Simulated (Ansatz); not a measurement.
## A computed series for hypothetical diamond Cu: pressure series

Base system: Cu in the diamond structure (space group Fd-3m, No. 227; a hypothetical phase, not in the database extracts checked).

```yaml
crystal:
  lattice:
    - [0.00000, 2.67570, 2.67570]
    - [2.67570, 0.00000, 2.67570]
    - [2.67570, 2.67570, 0.00000]
  atoms:
    - { symbol: Cu, position: [0.25000, 0.25000, 0.25000] }
    - { symbol: Cu, position: [0.00000, 0.00000, 0.00000] }
```

Cell and atoms are relaxed at each pressure.

Levels (all Ansatz, a quantum-chemistry and plane-wave program, PAW): PBE (420 eV, no spin-orbit coupling); PBEsol (420 eV, no spin-orbit coupling).

The base cell above is that of PBE; each level relaxes its own structures.

```json
[
 {"case": "pressure −2 GPa", "lattice parameter a, PBE": "10.251 bohr", "lattice parameter a, PBEsol": "9.991 bohr"},
 {"case": "pressure −1 GPa", "lattice parameter a, PBE": "10.179 bohr", "lattice parameter a, PBEsol": "9.935 bohr"},
 {"case": "pressure 0.3 GPa", "lattice parameter a, PBE": "10.094 bohr", "lattice parameter a, PBEsol": "9.871 bohr"},
 {"case": "pressure 0.7 GPa", "lattice parameter a, PBE": "10.071 bohr", "lattice parameter a, PBEsol": "9.852 bohr"},
 {"case": "pressure 1.5 GPa", "lattice parameter a, PBE": "10.027 bohr", "lattice parameter a, PBEsol": "9.816 bohr"},
 {"case": "pressure 3 GPa", "lattice parameter a, PBE": "9.950 bohr", "lattice parameter a, PBEsol": "9.754 bohr"},
 {"case": "pressure 5 GPa", "lattice parameter a, PBE": "9.861 bohr", "lattice parameter a, PBEsol": "9.680 bohr"},
 {"case": "pressure 7.5 GPa", "lattice parameter a, PBE": "9.763 bohr", "lattice parameter a, PBEsol": "9.597 bohr"},
 {"case": "pressure 10 GPa", "lattice parameter a, PBE": "9.678 bohr", "lattice parameter a, PBEsol": "9.524 bohr"}
]
```

PBE lies above PBEsol in every row, by 0.154 bohr to 0.261 bohr. They put the cases in the same order.

Load acts through the strain it causes; cell and atoms are relaxed under it. No phonon test of stability was made. Competing high-pressure phases were not computed. All final runs are without spin polarisation.
